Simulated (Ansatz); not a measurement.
Relaxation of the outer planes of the (0001) surface of hcp Re in its 1x1 cell, outermost plane spacing 2.24 Å in the ideal cut.

The numbers are results of PBE (plane waves to 420 eV, PAW; Ansatz, a quantum-chemistry and plane-wave program), not measurements.

Slab: 10 atoms, 20.2 Å thick at the start; k 15x15x1, smearing 0.1 eV, dipole-corrected; all atoms relaxed; start symmetry kept, larger cells not searched; no spin, no spin-orbit, no U.

```tsv
plane	atoms	bulk spacing to the next (Å)	relaxed spacing (Å)	change (%)	rumpling (Å)
1	Re	2.241	2.107	-5.9	0.00
2	Re	2.241	2.314	3.3	0.00
```
